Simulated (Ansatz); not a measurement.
Defect: In-vacancy pair (In on one host Al site, one Al site vacant) in zinc-blende AlP, charge state -3. These are PBE, PAW (plane waves to 420 eV; Ansatz, a quantum-chemistry and plane-wave program) values and carry that method's errors.

Cell of 64 host sites held at the relaxed PBE lattice; a 2×2×2 k-point mesh shifted by half a step; Fermi-Dirac width 0.01 eV, spin-restricted; finite-size errors left in. Static, classical nuclei. The charge state is imposed; whether it is stable for some Fermi level was not computed. Forms of the defect that were not tried may lie lower.

Barriers: single points on a 3×3×3 k-point mesh shifted by half a step at the bands' geometries.

The step: one Al atom jumps into the vacancy from a nearby Al site (In-vacancy distance between ideal sites 3.90 Å throughout); the atom moves 3.74 Å along (0.48, 0.48, 0.00) of the unit cell; the moving atom starts with neighbours P at 2.32, 2 P at 2.41, P at 2.43 Å and ends with P at 2.32, P at 2.40, P at 2.41, P at 2.42 Å.

Problem. What is the computed migration barrier of this step (PBE, PAW)?

Solution. 1.77 eV, the same both ways. At the saddle the moving atom has neighbours P at 2.25, P at 2.64, 2 P at 2.66, P at 2.68 Å. The saddle point's order was not checked, and it lies on a symmetry element of the cell, where a band can be held.
